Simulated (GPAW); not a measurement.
Input and output of a self-consistent single point for MnTlCl₃ (P1, 5 atoms in the cell) (GPAW).

Method: PBEsol, GPAW PAW datasets PBEsol (made by gpaw-setup) (plane waves; GPAW).

```xyz
5
Lattice="5.0693 0.0000 0.0000 0.0000 5.0693 0.0000 0.0000 0.0000 5.0693" Properties=species:S:1:pos:R:3 pbc="T T T"
Mn     2.5355     2.5749     2.5704
Tl    -0.0298    -0.0423    -0.0030
Cl     0.0422     2.5974     2.5651
Cl     2.6406    -0.0757     2.5338
Cl     2.4155     2.5495    -0.0624
```
Moments meant for the start (each program seeds them in its own way; μB, in the order of the atoms Mn Tl Cl Cl Cl): 4.0 0.0 0.0 0.0 0.0.

Reference input (self-consistent single point, DFT LDA (Perdew-Wang 92), plane waves, GPAW PAW datasets LDA (gpaw-data 1.0.1)): spinpol = true; mode = pw; ecut = 850 eV; xc = LDA; kpts = 3 3 3; mesh shift (steps) = 0 0 0; occupations.name = fermi-dirac; occupations.width = 0.02 eV; nbands = -6; convergence.density = 1e-05 e/electron; convergence.bands = -4; symmetry.symmorphic = false. This run's input differs from it in these lines:

```diff
@@ -19,3 +19,3 @@
             mode={'name': 'pw', 'ecut': 850},
-            xc='LDA',
+            xc='PBEsol',
             kpts=(3, 3, 3),
```

Its files differ too (potentials: GPAW PAW datasets PBEsol (made by gpaw-setup)).

The program printed (abridged):

```
     iter     time        total  log10-change:  magmom
                         energy   eigst   dens
iter:   1 --:--:--   -24.039308   +0.11           +4.0036
iter:   2 --:--:--   -24.176009   -0.64  -1.36    +4.7011
iter:   3 --:--:--   -23.816927   -1.09  -1.39    +4.9904
iter:   4 --:--:--   -23.799082   -1.74  -1.66    +4.9949
iter:   5 --:--:--   -23.840609   -2.01  -1.78    +4.9972
iter:   6 --:--:--   -23.804670   -2.68  -2.07    +4.9992
iter:   7 --:--:--   -23.803097   -3.34  -2.73    +4.9992
iter:   8 --:--:--   -23.802225c  -3.00  -2.79    +4.9997
iter:   9 --:--:--   -23.803829c  -3.93  -3.17    +4.9997
iter:  10 --:--:--   -23.803904c  -4.27  -3.16    +4.9999
iter:  11 --:--:--   -23.803609c  -3.78  -3.18    +5.0000
iter:  12 --:--:--   -23.803787c  -4.15  -3.29    +5.0000
   [... 4 lines left out ...]
iter:  17 --:--:--   -23.803617c  -5.89  -3.80    +5.0000
iter:  18 --:--:--   -23.803615c  -5.75  -3.87    +5.0000
iter:  19 --:--:--   -23.803619c  -6.22  -3.98    +5.0000
iter:  20 --:--:--   -23.803618c  -6.58  -4.40    +5.0000
iter:  21 --:--:--   -23.803618c  -7.50c -4.49    +5.0000
iter:  22 --:--:--   -23.803617c  -6.87  -4.54    +5.0000
iter:  23 --:--:--   -23.803617c  -7.43c -4.88    +5.0000
iter:  24 --:--:--   -23.803617c  -8.07c -5.34c   +5.0000
Converged after 24 iterations.

Dipole moment: (-1.220113, 5.894701, 3.641881) |e|*Ang

Total magnetic moment: (0.000000, 0.000000, 5.000000)
Local magnetic moments:
   0 Mn ( 0.000000,  0.000000,  4.349358)
   1 Tl ( 0.000000,  0.000000,  0.001275)
   2 Cl ( 0.000000,  0.000000,  0.043191)
   3 Cl ( 0.000000,  0.000000,  0.044213)
   4 Cl ( 0.000000,  0.000000,  0.043871)

Energy contributions relative to reference atoms: (reference = -618988.123435)

Kinetic:        +26.749784
Potential:      -26.096437
External:        +0.000000
XC:             -24.795343
Entropy (-ST):   -0.000000
Local:           +0.338378
SIC:             +0.000000
--------------------------
Free energy:    -23.803617
Extrapolated:   -23.803617

Spin contamination: 0.000155 electrons
Showing only first 2 kpts
                      Up                     Down
   [... lines left out ...]
Fermi level: 3.75455
Gap: 1.633 eV
Direct gap: 2.068 eV
   [... lines left out ...]
Energy (eV): -23.803617

Forces in eV/Ang:
  0 Mn    0.05889   -0.21454   -0.16083
  1 Tl    0.00334   -0.02967   -0.00876
  2 Cl   -0.18826   -0.12979   -0.10597
  3 Cl   -0.00861    0.47474   -0.08135
  4 Cl    0.13504   -0.10015    0.35679

Stress tensor:
     0.013166     0.000119    -0.000428
     0.000119     0.011753     0.000439
    -0.000428     0.000439     0.012126
Stress (GPa, Voigt): [ 2.1094  1.883   1.9428  0.0704 -0.0686  0.0191]
```

The run converged in 24 iterations. GPAW prints stress with tension positive. Against the reference run the pressure goes from -4.06 to -1.98 GPa, the largest force goes from 0.395 to 0.482 eV/Å, the gap on the mesh goes from 1.325 to 1.633 eV and the size of the net moment stays at 1.00 μB/atom.

The starting cell comes from a database of computed structures (which also holds hypothetical and non-ambient phases and stackings), without a prior relaxation at this level. Its atoms were displaced at random from the sites of space group no. 221. Spin-orbit coupling is off. With one magnetic atom in the cell only a parallel order is possible.

Cost on one core of a shared machine: roughly 3 min.
